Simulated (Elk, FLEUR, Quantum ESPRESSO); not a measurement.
One structure in several programs: EuAl4 (I4/mmm, 5 atoms in the cell)

Self-consistent single point.

```yaml
crystal:
  lattice:
    - [-2.16793, 2.16793, 5.59596]
    - [2.16793, -2.16793, 5.59596]
    - [2.16793, 2.16793, -5.59596]
  atoms:
    - { symbol: Eu, position: [0.00000, 0.00000, 0.00000], spin: 7.0 }
    - { symbol: Al, position: [0.75000, 0.25000, 0.50000] }
    - { symbol: Al, position: [0.25000, 0.75000, 0.50000] }
    - { symbol: Al, position: [0.61422, 0.61422, 0.00000] }
    - { symbol: Al, position: [0.38578, 0.38578, 0.00000] }
```
(The spins are starting values, not results.)

All programs got the same cell, k-point mesh and kind of occupations, and the same starting moments (in FLEUR's words: jspins = 2; fermiSmearingEnergy = 0.00367493 Htr; mesh (inpgen div1-3) = 7 7 7); potentials, basis and cutoffs are each program's usual ones.

| code | model | largest force (eV/Å) | size of the net moment (μB/atom) | cutoff |
|---|---|---|---|---|
| FLEUR | PBEsol, all-electron FLAPW (FLEUR), scalar-relativistic valence | 0.108 | 1.39 | Kmax 3.8 1/bohr |
| Quantum ESPRESSO | PBEsol, SSSP 1.1.2 efficiency (PBE) pseudopotentials | 0.134 | 1.38 | 50 Ry |
| Elk | PBEsol, all-electron FP-LAPW, Elk's shipped species files, default APW+lo basis | – | 1.39 | default |

A dash marks a value that a program does not give, or that is left out as unsure.

The spread over the programs that give each value: largest force within 0.026 eV/Å; size of the net moment within 0.01 μB/atom.

The starting cell comes from a database of computed structures (which also holds hypothetical and non-ambient phases and stackings), without a prior relaxation at this level. On FLEUR's run: Spin-orbit coupling is off. With one magnetic atom in the cell only a parallel order is possible. With U or open f shells several self-consistent states can exist. The f electrons are in the valence without U or exact exchange, which can misplace them near the Fermi level. Spin-orbit terms, which matter for f shells, are left out. Values depend on the basis (sphere radii, cutoffs, local orbitals), which need not be converged.

Why do the programs differ, and what cannot be compared?

Differences of this kind can come from the potentials, where these differ, and from what each basis and cutoff leave unconverged. The zero of total energies and Fermi levels follows the potentials and each program's conventions, so they are not compared here. FLEUR and Elk treat all electrons, but the usual bases taken here (sphere radii, linearisation, local orbitals, empty states) were not tested for convergence, so the values are no reference for the others. Site moments depend on each program's spheres or projections; the total moment of the cell does not.

Left out of this page: Ansatz (with a known weakness of the program).
